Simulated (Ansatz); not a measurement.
Abridged Ansatz (an electronic-structure program) output:

```
Relaxation: its limit of steps is 50 (relax.max_steps)
Pseudopotential: Ge, paw, valence charge 14
Crystal: 2 atoms, lattice volume = 44.650 Å³
Basis set: ecut = 420 eV, 893 PW (Γ), exchange–correlation on 54×54×54 points (8 copies of the dense FFT grid, shifted against one another)
Bands: 18, of which v1, the nominal top of the filled ones, is band 14 counted from 1 (13 counted from 0)
Symmetry: 16 space group operations
k-points: 244 of 2744
Functional: x = slater, c = lda
SCF iter   1: F=—  HF=-8431.441897 eV  |F-HF|=—  |Δ(HF+E_count)|=         —  Δρ=4.96e-3  dr2=4.36e-3  ethr=1.77e-3  ⟨swp⟩=6.0  Hψ=21085  notcnv=0
SCF iter   2: F=—  HF=-8431.439968 eV  |F-HF|=—  |Δ(HF+E_count)|=   1.93e-3  Δρ=3.05e-3  dr2=1.71e-3  ethr=1.56e-5  ⟨swp⟩=1.2  Hψ=6416  notcnv=0
SCF 1 converged in 10 iterations: F = -8431.439807 eV  dr2 = 1.14e-13
relax step   1: F+E_penalty+E_count = -8431.43980725 eV  Δ(F+E_penalty+E_count) = +0.000e0 eV  max|allowed force component| = 1.388e-17 eV/Å  Δτ_max = 0.0000 Å  (10 SCF iters, accepted)
SCF converged after 10 iterations
Free energy (F): -8431.439807 eV
Internal energy: -8431.439320 eV  (E = F + TS)
E sigma→0 (E₀):  -8431.439564 eV
Entropy (-TS):   -0.000487 eV (-0.243 meV/atom)
Fermi energy:    8.468233 eV
--- Forces (eV/Å), atoms counted from 1 ---
  atom   1  Ge    -0.00000000    -0.00000000     0.00000000
  atom   2  Ge    -0.00000000    -0.00000000     0.00000000
--- Stress (GPa, compression-positive) ---
       -0.225519       0.000000       0.000000
        0.000000      -0.225519       0.000000
        0.000000       0.000000      -0.597186
  P = ⅓ Tr σ = -0.3494 GPa (-3.494 kbar)
--- Relaxed structure (1 steps of the walk, 1 accepted, 0 SCFs on fresh bases) ---
  atoms:
    - { symbol: Ge, position: [0.0, 0.0, 0.0] }
    - { symbol: Ge, position: [0.25, 0.25, 0.25] }
```

### Question
What was computed, and what are the main results?

### Answer
Ge, 2 atoms in the cell, with Ansatz, LDA, PAW, cutoff 420 eV, spin-orbit coupling left out. The last SCF converged to F = -8431.439807 eV, or -4215.7199 eV per atom, at a pressure of -0.35 GPa. The total energy compares only with runs of the same code, potentials and settings.

The cells carry an imposed strain or load. Whether these cells are dynamically stable was not tested. The cell was made from Ge in the diamond structure (space group Fd-3m, No. 227) by this change: uniaxial strain ε_zz = +0.50 %.

Keys are those of Ansatz 0.2.
